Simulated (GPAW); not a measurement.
# Short convergence ladders for NbRu (P4mm, 2 atoms in the cell)

```
NbRu
1.0
    3.06874     0.00000     0.00000
    0.00000     3.06874     0.00000
    0.00000     0.00000     3.44215
Nb Ru
1 1
Direct
  0.00000   0.00000   0.01453
  0.50000   0.50000   0.50000
```

Base method: LDA (Perdew-Wang 92), GPAW PAW datasets LDA (gpaw-data 1.0.1) (plane waves; GPAW).

Base settings: mode = pw; ecut = 600 eV; xc = LDA; kpts = 5 5 5; mesh shift (steps) = 0 0 0; occupations.name = fermi-dirac; occupations.width = 0.1 eV; nbands = -8; symmetry.symmorphic = false; symmetry.tolerance = 0.0005.

The count of work is k-points × plane waves × bands × iterations; it is no time. 

**The k-point mesh at a smearing width of 0.3 eV**

In this ladder: occupations.width = 0.3 eV.

Only quantities that move along the ladder and can be compared are tabulated.

```csv
kpts,free energy less the last step's (meV/atom),pressure (GPa),largest difference of a force vector from the last step's (eV/Å),count of work / last
4 4 4,-8.54,-14.65,0.016,0.034
5 5 4,-3.69,-14.48,0.038,0.035
6 6 5,4.07,-14.34,0.022,0.056
7 7 6,0.32,-14.42,0.002,0.074
8 8 7,-1.10,-14.37,0.009,0.091
10 10 9,-0.27,-14.37,0.000,0.16
12 12 11,0.04,-14.34,0.001,0.25
17 17 15,0.00,-14.33,0.000,0.54
21 21 19,0.00,-14.33,0.000,1.0
```

Coarsest kpts that holds the pressure within 0.05 GPa of the last step, with all finer ones: 8 8 7, at 0.091 of the last step's count of work; the step before is off by 0.09 GPa.

Coarsest kpts that holds the free energy within 1 meV/atom of the last step, with all finer ones: 10 10 9, at 0.16 of the last step's count of work; the step before is off by 1.1 meV/atom.

Coarsest kpts that holds the forces within 0.02 eV/Å of the last step, with all finer ones: 7 7 6, at 0.074 of the last step's count of work; the step before is off by 0.022 eV/Å.

**The width of Methfessel-Paxton smearing**

In this ladder: kpts = 8 8 8; occupations.name = methfessel-paxton; occupations.order = 1.

Narrow widths need finer meshes than wide ones, so the last steps can hold mesh noise.

Only quantities that move along the ladder and can be compared are tabulated; pressure and forces are left out, as mesh noise rules them at narrow widths.

| occupations.width | free energy less the last step's (meV/atom) |
|---|---|
| 1 eV | -8.41 |
| 0.5 eV | -5.82 |
| 0.3 eV | -3.13 |
| 0.2 eV | -2.05 |
| 0.1 eV | -0.68 |
| 0.05 eV | 0.00 |

Widest occupations.width that holds the free energy within 5 meV/atom of the last step, with all finer ones: 0.3 eV; the step before is off by 5.8 meV/atom.

**The setting conv density**

Moved along: convergence.energy, convergence.eigenstates.

The mesh stays at the base's, so the ladder's end is converged at best in this setting alone.

Only quantities that move along the ladder and can be compared are tabulated.

| convergence.density | pressure (GPa) | largest difference of a force vector from the last step's (eV/Å) |
|---|---|---|
| 0.01 e/electron | -13.90 | 0.021 |
| 0.001 e/electron | -15.95 | 0.042 |
| 0.0001 e/electron | -16.00 | 0.005 |
| 1e-06 e/electron | -16.00 | 0.000 |
| 1e-07 e/electron | -16.00 | 0.000 |

Coarsest convergence.density that holds the forces within 0.005 eV/Å of the last step, with all finer ones: 0.0001 e/electron; the step before is off by 0.042 eV/Å.

Coarsest convergence.density that holds the pressure within 0.2 GPa of the last step, with all finer ones: 0.001 e/electron; the step before is off by 2.1 GPa.

On the base run: the starting cell comes from a database of computed structures (which also holds hypothetical and non-ambient phases and stackings), without a prior relaxation at this level. Its lattice was rescaled by up to half a per cent. One atom was moved a little off its site on purpose. Spin polarisation is off. In the base run, with a pressure of about -16 GPa the cell is away from its equilibrium volume at this level. Without a gap this mesh is coarse (it stands for a supercell whose shortest vector is 15 Å).

Left out of this page: 2 runs of the series outside the window shown, repeating another row's setting, or not comparable.
